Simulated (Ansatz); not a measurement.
System: MoSi (model structure, started from the CsCl type, Pm-3m, No. 221, 2 atoms in the cell). Method: LDA (PAW; Ansatz, a program for electronic structure).

Settings: plane-wave cutoff 520 eV, 18×18×18 k mesh, Fermi–Dirac smearing 0.05 eV, no spin polarisation, scalar-relativistic PAW data made under PBE.

Cell (relaxed at this level):

```yaml
crystal:
  lattice:
    - [3.00277, 0.00000, 0.00000]
    - [0.00000, 3.00277, 0.00000]
    - [0.00000, 0.00000, 3.00277]
  atoms:
    - { symbol: Mo, position: [0.00000, 0.00000, 0.00000] }
    - { symbol: Si, position: [0.50000, 0.50000, 0.50000] }
```

Question: Predict the bulk modulus B0.

Answer: 
* **bulk modulus B0**: 236 GPa

Note: the run has no spin polarisation, so it can have missed a magnetic state; the bulk modulus is −V dP/dV from two relaxed cells at ±2 % in volume; the relaxation could raise the start's symmetry but not lower it, so the cell can be a saddle point.

A model structure was made by putting elements into a prototype or built by hand; it is no filed structure, need not be a known phase, and can be a saddle point held by its symmetry.
